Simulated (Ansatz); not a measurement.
Ge3N4 (Fd-3m, No. 227, 14 atoms in the cell; start mp-476)

Method: PBE-D3(BJ) (Ansatz, a program for electronic structure, plane waves, PAW).

Settings: plane-wave cutoff 500 eV, 8×8×8 k mesh, Fermi–Dirac smearing 0.05 eV, scalar-relativistic PAW data made under PBE.

Cell (relaxed at this level):

```cif
data_Ge6N8
_chemical_formula_sum 'Ge6 N8'
_space_group_name_H-M_alt 'P 1'
_space_group_IT_number 1
_cell_length_a 5.83892
_cell_length_b 5.83892
_cell_length_c 5.83892
_cell_angle_alpha 60.000
_cell_angle_beta 60.000
_cell_angle_gamma 60.000
loop_
_space_group_symop_operation_xyz
  'x, y, z'
loop_
_atom_site_label
_atom_site_type_symbol
_atom_site_fract_x
_atom_site_fract_y
_atom_site_fract_z
_atom_site_occupancy
Ge1 Ge 0.62500 0.62500 0.62500 1
Ge2 Ge 0.12500 0.62500 0.62500 1
Ge3 Ge 0.62500 0.62500 0.12500 1
Ge4 Ge 0.62500 0.12500 0.62500 1
Ge5 Ge 0.00000 0.00000 0.00000 1
Ge6 Ge 0.25000 0.25000 0.25000 1
N1 N 0.38306 0.85082 0.38306 1
N2 N 0.86694 0.86694 0.86694 1
N3 N 0.85082 0.38306 0.38306 1
N4 N 0.86694 0.86694 0.39918 1
N5 N 0.38306 0.38306 0.85082 1
N6 N 0.39918 0.86694 0.86694 1
N7 N 0.38306 0.38306 0.38306 1
N8 N 0.86694 0.39918 0.86694 1
```

| Quantity | Result |
|---|---|
| band gap | 2.13 eV (on the SCF k mesh) |

Note: the relaxation could not lower the start's symmetry, so the cell can be a saddle point above a distorted one.

Spin–orbit coupling is not included.

Computing time: very roughly 2.1 core-minutes.

A start named mp-… is a Materials Project structure, which need not be a measured phase.
